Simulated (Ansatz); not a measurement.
Cost and result by functional for the surface energy of the (100) surface of fcc Ir in its 1x1 cell (the real clean face reconstructs), outermost plane spacing 1.94 Å in the ideal cut, in Ansatz (plane waves, PAW). Single points on the PBE structure, on one kind of machine; costs are rough ratios of the slab run's core time (references not counted) to the cheapest single point. r2SCAN's cost holds its higher cutoff (500 against 420 eV). Differences are taken against r2SCAN for comparison alone: no measured value is at hand, so the table doesn't rank accuracy.

Slab: 6 atoms, 9.7 Å thick at the start (thin: gaps and levels are the slab's own); k 14x14x1, smearing 0.1 eV, dipole-corrected; all atoms relaxed; held to the start's symmetry, so lower structures may exist; no spin, no spin-orbit, no U. These notes are the PBE run's.

```
functional                     relative cost  surface energy (J/m²)  less r2SCAN (J/m²)
-----------------------------  -------------  ---------------------  ------------------
PBEsol                                     1                   3.27                0.15
LDA                                        1                   3.43                0.30
RPBE                                       1                   2.61               -0.52
r2SCAN                                     2                   3.13                0.00
PBE (the relaxed run's value)              –                   2.84               -0.28
```

The values span 0.82 J/m², while the single points' costs differ by a factor of roughly 2. Differences are of unrounded values.

Ansatz is a first-principles code.
